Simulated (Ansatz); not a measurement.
The reference is PtGe (space group Pnma, No. 62).

```xyz
8
Lattice="5.7718 0.0000 0.0000 0.0000 3.7130 0.0000 0.0000 0.0000 6.1288" Properties=species:S:1:pos:R:3 pbc="T T T"
Pt     5.7521     0.9283     1.1845
Pt     2.8663     0.9283     1.8799
Pt     0.0196     2.7848     4.9442
Pt     2.9055     2.7848     4.2489
Ge     1.0778     0.9283     3.5983
Ge     3.9637     0.9283     5.5948
Ge     4.6940     2.7848     2.5304
Ge     1.8081     2.7848     0.5340
```

Cartesian axes are those of the cell as printed.

Level of theory: r2SCAN/PAW in Ansatz (a first-principles code), no SOC.

Before the change:

* **Pressure**: 0.0 GPa
* **Shortest interatomic distance**: 2.480 Å

The change: the cell is stretched by 5.00 % along y with no lateral relaxation, atoms relaxed at fixed cell.

Task: Predict the new largest internal atomic displacement.

Result: The largest internal atomic displacement is 0.037 Å.

Task: What happens to the pressure?

Result: The pressure (mean of the normal stresses, compression positive) goes from zero to -6.7 GPa.

Task: What happens to the energy relative to the base?

Result: The energy increases by 26 meV/atom.

Task: Predict the new shortest interatomic distance.

Result: The shortest interatomic distance rises by 0.006 Å, from 2.480 Å to 2.486 Å.

Without a gap, meshes like the base's 8×13×8 leave anisotropic stresses uncertain by several tenths of a GPa, and small strain energies with them. The cells carry an imposed strain or load. Stability against distortions was not tested. All final runs are without spin polarisation.
